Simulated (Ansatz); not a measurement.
Base system: InAgTe₂ in the chalcopyrite structure (space group I-42d, No. 122; a = 6.354 Å, c = 12.637 Å).

Level of theory: Ansatz (a program for electronic structure) LDA, no SOC.

Strains are applied to the cell and any free atomic positions relax.

One change was made to it. Results:

```csv
quantity,base,after
band gap,zero,0.21 eV
"valence-band top at Γ (three highest levels, from the VBM)",–,"0.00, -0.06, -0.06 eV"
"pressure (mean of the normal stresses, compression positive)",0.0 GPa,4.0 GPa
```

Which of these changes matches the shifts?
A. isotropic strain −3.00 %
B. isotropic strain −1.50 %
C. isotropic strain −2.25 %

C, isotropic strain −2.25 %. For comparison, the band gap in the other runs: isotropic strain −3.00 % gives 0.28 eV; isotropic strain −1.50 % gives 0.15 eV.

Spin-orbit coupling, missing from the scalar runs, can matter with Te. Whether these cells are dynamically stable was not tested. The final runs are not spin-polarised. Gaps under 0.05 eV, about the width of the smearing, are given as zero. The zero or small gap of InAgTe2 can change with the level of theory.
